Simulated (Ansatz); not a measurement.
Smallest direct gap on the k points sampled of SiSe₂ (P2₁/c, No. 14, 24 atoms in the cell; start mp-1250007; a measured phase of this formula has another space group) at several levels of theory

No measured value is used here.

| level (code) | value (eV) |
|---|---|
| LDA (Ansatz) | 2.04 |
| PBEsol (Ansatz) | 2.11 |
| HSE06 (Ansatz) | 3.10 |

Computed values are for a static lattice. Levels without +SOC have no spin–orbit coupling; where heavier elements are present it shifts gaps, mostly down, and can invert bands.  Values are at the PBE-D3(BJ) cell. Cutoffs and k meshes differ between the levels. Ansatz's density-functional and Hartree–Fock values are scalar-relativistic unless marked +SOC, with PAW data made under PBE.

A start named mp-… is a Materials Project structure, which need not be a measured phase.

Ansatz is a quantum-chemistry and plane-wave program.
